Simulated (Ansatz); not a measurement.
Base system: SnO2 in the rutile structure (space group P4_2/mnm, No. 136; a = 4.722 Å, c = 3.190 Å). Axes: x, y, z lie along a, b, c of the conventional cell.

Calculations: LDA in Ansatz (plane waves to 420 eV, PAW, no spin-orbit coupling).

Perturbation: the cell is compressed by 1.20 % along x with no lateral relaxation, atoms relaxed at fixed cell.

Q: How does this affect the energy relative to the base and stress?

A: The energy rises by 1.3 meV/atom; the stress (xx, yy, zz, yz, xz, xy; compression positive) is (3.04, 2.26, 1.92, 0.00, 0.00, 0.00) GPa.

The cells carry an imposed strain or load. Whether these cells are dynamically stable was not tested.

Ansatz is a program for electronic structure.
